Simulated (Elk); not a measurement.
Elk run on MnAu (Pm-3m, 2 atoms in the cell): self-consistent single point

Computed with LDA (PW92), all-electron FP-LAPW, Elk's shipped species files, APW+lo basis with extra local orbitals in Elk.

Input as run:

```
tasks
  0

xctype
  3

spinpol
  .true.

reducebf
  0.8

rgkmax
  8.0

gmaxvr
  16.0

nxlo
  2

lorbcnd
  .true.

rmtscf
  0.95

lmaxi
  3

nempty
  12

stype
  3

swidth
  0.00183747

scale
  1.889726125

avec
    3.2077600000    0.0000000000    0.0000000000
    0.0000000000    3.2077600000    0.0000000000
    0.0000000000    0.0000000000    3.2077600000

atoms
  2   : nspecies
  'Mn.in'   : spfname
  1   : natoms; atposl, bfcmt below
  0.5000000000  0.5000000000  0.5000000000    0.0 0.0 -1.0
  'Au.in'   : spfname
  1   : natoms; atposl, bfcmt below
  0.0000000000  0.0000000000  0.0000000000    0.0 0.0 0.0

ngridk
  10 10 10
```

Output, abridged:

```
│ Elk code version 10.2.4 │

All units are atomic (Hartree, Bohr, etc.)

│ Ground-state run starting from atomic densities │

Lattice vectors :
   6.061787875       0.000000000       0.000000000
   0.000000000       6.061787875       0.000000000
   0.000000000       0.000000000       6.061787875

Unit cell volume      :    222.7420457
Brillouin zone volume :    1.113620972

Muffin-tin inner radius fraction :   0.1000000000E-01

Nuclei treated as point charges

Species :    1 (Mn)
 parameters loaded from : Mn.in
 name : manganese
 nuclear charge    :   -25.00000000
 electronic charge :    25.00000000
 atomic mass :    100145.9369
 muffin-tin radius :    2.280000000
 number of radial points in muffin-tin :    497
 atomic positions (lattice), magnetic fields (Cartesian) :
   1 :   0.00000000  0.00000000  0.00000000    0.00000000  0.00000000 -1.00000000

Species :    2 (Au)
 parameters loaded from : Au.in
 name : gold
 nuclear charge    :   -79.00000000
 electronic charge :    79.00000000
 atomic mass :    359048.0559
 muffin-tin radius :    2.660000000
 number of radial points in muffin-tin :    697
 atomic positions (lattice), magnetic fields (Cartesian) :
   1 :   0.50000000  0.50000000  0.50000000    0.00000000  0.00000000  0.00000000

Total number of atoms per unit cell :    2

Spin treatment :
 spin-polarised
 global magnetic field (Cartesian) :    0.000000000       0.000000000       0.000000000
 collinear magnetisation in z-direction

Number of Bravais lattice symmetries :   48
Number of crystal symmetries         :   48
Crystal has inversion symmetry
Real symmetric eigensolver will be used

k-point grid :     10    10    10
k-point offset :    0.000000000       0.000000000       0.000000000
k-point set is reduced with full crystal symmetry group
Total number of k-points :       56

Muffin-tin radius times maximum |G+k| :    8.000000000
 using average radius
   [... lines left out ...]
 potential will be trimmed for |G| > 2 gkmax
Constant for pseudocharge density :   11
Radial integration step length :    4

G-vector grid sizes :     32    32    32
Number of G-vectors :    15515

Maximum angular momentum used for
 APW functions                      :    8
 outer part of muffin-tin           :    6
 inner part of muffin-tin           :    3

Total nuclear charge    :   -104.0000000
Total core charge       :    58.00000000
Total valence charge    :    46.00000000
Total excess charge     :    0.000000000
Total electronic charge :    104.0000000

Effective Wigner radius, rₛ :   0.7996379893

Number of empty states         :   24
Total number of valence states :   94
Total number of core states    :   58

Conduction state local-orbitals added automatically
Total number of local-orbitals :  183

Exchange-correlation functional :      3     0     0
 Perdew-Wang/Ceperley-Alder, Phys. Rev. B 45, 13244 (1992)
 gradient requirement :    0
 local density approximation (LDA)

Smearing type :    3
 Fermi-Dirac
Smearing width :   0.1837470000E-02
Effective electronic temperature (K) :    580.2271348

Mixing type :    3
 Broyden mixing, J. Phys. A: Math. Gen. 17, L317 (1984)

Kohn-Sham potential initialised from atomic data
│ Self-consistent loop started │
│ Loop number : 1 │
 total energy                :     -20164.1737732
 total moment                :    3.357359924
│ Loop number : 2 │
 total energy                :     -20167.6811424
 total moment                :    3.422880492
RMS change in Kohn-Sham potential (target) :   0.4724282978     (  0.1000000000E-05)
Absolute change in total energy (target)   :    3.507369243     (  0.1000000000E-03)
│ Loop number : 3 │
 total energy                :     -20170.4079517
 total moment                :    3.444994545
RMS change in Kohn-Sham potential (target) :   0.4548529117     (  0.1000000000E-05)
Absolute change in total energy (target)   :    3.603651646     (  0.1000000000E-03)
│ Loop number : 4 │
 total energy                :     -20172.5220582
 total moment                :    3.519257666
RMS change in Kohn-Sham potential (target) :   0.3993468966     (  0.1000000000E-05)
Absolute change in total energy (target)   :    3.015019336     (  0.1000000000E-03)
│ Loop number : 5 │
 total energy                :     -20181.1442232
   [... lines left out ...]
 total moment                :    4.039692447
RMS change in Kohn-Sham potential (target) :   0.9422517606E-05 (  0.1000000000E-05)
Absolute change in total energy (target)   :   0.3409599158E-03 (  0.1000000000E-03)
│ Loop number : 22 │
 total energy                :     -20193.9235195
 total moment                :    4.037845546
RMS change in Kohn-Sham potential (target) :   0.3493348761E-05 (  0.1000000000E-05)
Absolute change in total energy (target)   :   0.1344452612E-03 (  0.1000000000E-03)
│ Loop number : 23 │
 total energy                :     -20193.9235264
 total moment                :    4.038164765
RMS change in Kohn-Sham potential (target) :   0.1500068891E-05 (  0.1000000000E-05)
Absolute change in total energy (target)   :   0.2675219366E-04 (  0.1000000000E-03)
│ Loop number : 24 │
 total energy                :     -20193.9234805
 total moment                :    4.037676813
RMS change in Kohn-Sham potential (target) :   0.9884197228E-06 (  0.1000000000E-05)
Absolute change in total energy (target)   :   0.5255294309E-04 (  0.1000000000E-03)
Convergence targets achieved

│ Loop number : 25 │

Energies :
 Fermi                       :     0.306379620300
 sum of eigenvalues          :     -12382.3755517
 electron kinetic            :      23039.6499610
 core electron kinetic       :      22034.8635941
 Coulomb                     :     -42828.5143887
 Coulomb potential           :     -34884.4703300
 nuclear-nuclear             :     -1505.37818913
 electron-nuclear            :     -47761.8020691
 Hartree                     :      6438.66586952
 Madelung                    :     -25386.2792237
 xc potential                :     -537.301046748
 xc effective B-field        :    -0.254103751134
 external B-field            :      0.00000000000
 exchange                    :     -394.684417355
 correlation                 :     -10.3740925719
 electron entropic           :    -0.552955809436E-03
 total energy                :     -20193.9234906
 (external B-field energy excluded from total)

Density of states at Fermi energy :    52.26342439
 (states/Hartree/unit cell)

Estimated indirect band gap :   0.1316044773E-02
 from k-point     35 to k-point     19
Estimated direct band gap   :   0.4349430998E-02
 at k-point     48

Charges :
 core                        :    58.00000000
 valence                     :    46.00000000
 interstitial                :    2.613602137
 muffin-tins (core leakage)
  species :    1 (Mn)
   atom    1                 :    23.39469620     (  0.2172839686E-10)
  species :    2 (Au)
   atom    1                 :    77.99170166     (  0.2071775305E-03)
 total in muffin-tins        :    101.3863979
 total calculated charge     :    103.9959401
 total charge                :    104.0000000
 error                       :   0.4059926758E-02

Moments :
 interstitial                :   0.1758478536
 muffin-tins
  species :    1 (Mn)
   atom    1                 :    3.773349502
  species :    2 (Au)
   atom    1                 :   0.8855453305E-01
 total in muffin-tins        :    3.861904035
 total moment                :    4.037751889

│ Self-consistent loop stopped │
```

The run converged in 25 iterations. The count includes the last loop, which Elk runs after its targets are met.

The starting cell comes from a database of computed structures (which also holds hypothetical and non-ambient phases and stackings), without a prior relaxation at this level. Spin-orbit coupling is off. With one magnetic atom in the cell only a parallel order is possible. Values depend on the basis (sphere radii, cutoffs, local orbitals), which need not be converged. The log's line on a gap gives a spacing of levels on this mesh, which the program prints for metals too.

Cost on one core of a shared machine: roughly 60 s.
